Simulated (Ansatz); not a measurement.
## A computed series for hypothetical Fddd WSi2: response to strain

Take WSi2 (space group Fddd, No. 70; a = 4.591 Å, b = 7.948 Å, c = 8.973 Å; a hypothetical phase, not in the database extracts checked) as the base. Axes: x, y, z lie along a, b, c of the conventional cell.

Strains are applied to the cell and any free atomic positions relax.

Levels (all Ansatz, a quantum-chemistry and plane-wave program, PAW): PBE (420 eV, without spin-orbit coupling); PBEsol (420 eV, no spin-orbit coupling).

The base cell above is that of PBE; each level relaxes its own structures.

Notes on the quantities. pressure: mean of the normal stresses, compression positive.

| case | pressure, PBE | pressure, PBEsol |
|---|---|---|
| isotropic strain −1.11 % | 7.8 GPa | 8.3 GPa |
| isotropic strain −0.82 % | 5.7 GPa | ___ |
| isotropic strain +5.28 % | -23.5 GPa | -25.2 GPa |
| tensor shear ε_xy = −0.93 % | 0.1 GPa | ___ |

Task: Complete the table.

Result: 
- isotropic strain −0.82 %, pressure, PBEsol: 6.0 GPa
- tensor shear ε_xy = −0.93 %, pressure, PBEsol: 0.1 GPa

The two levels differ by at most about 1.7 GPa. They put the cases in the same order.

Stability against distortions was not tested. All final runs are without spin polarisation.
